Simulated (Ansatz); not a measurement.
Reference: Lu3SnC (Pm-3m), PBEsol, DFPT electron-phonon coupling, linearised Boltzmann equation (plane waves, PAW, scalar-relativistic; Ansatz, a quantum-chemistry and plane-wave program); geometry: relaxed with this functional, without spin-orbit coupling.

```
CELL_PARAMETERS angstrom
      4.68454     0.00000     0.00000
      0.00000     4.68454     0.00000
      0.00000     0.00000     4.68454
ATOMIC_POSITIONS crystal
  Lu 0.50000 0.00000 0.50000
  Lu 0.00000 0.50000 0.50000
  Lu 0.50000 0.50000 0.00000
  Sn 0.00000 0.00000 0.00000
  C  0.50000 0.50000 0.50000
```

The resistivity at 300 K is 26 μΩ·cm and the mean free path at 300 K is 8.2 nm. The electron-phonon coupling λ is 0.24. The logarithmic mean phonon energy is 15.0 meV.

Swap Lu for Sc, keeping the structure type. How do these values move?

Sc₃SnC (Pm-3m): volume per atom 20.6 to 18.0 Å³; resistivity at 300 K falls (26 μΩ·cm to 23 μΩ·cm); mean free path at 300 K stays about the same (8.2 nm to 8.6 nm); electron-phonon coupling λ falls (0.24 to 0.175); logarithmic mean phonon energy rises (15.0 meV to 28 meV).

Moves up to 5 % count as about the same. Metals; harmonic phonons alone scatter; means over directions. The mean free path is weighted by the current that each state carries. Halving the electron mesh moves these values by up to 3 %; q meshes are mostly untested. Spin-orbit coupling is left out.

Computed structure with no diffraction record at hand here (it may be known, metastable or hypothetical): Lu3SnC (Pm-3m), Sc3SnC (Pm-3m). The missing spin-orbit coupling matters most for Lu3SnC (Pm-3m).
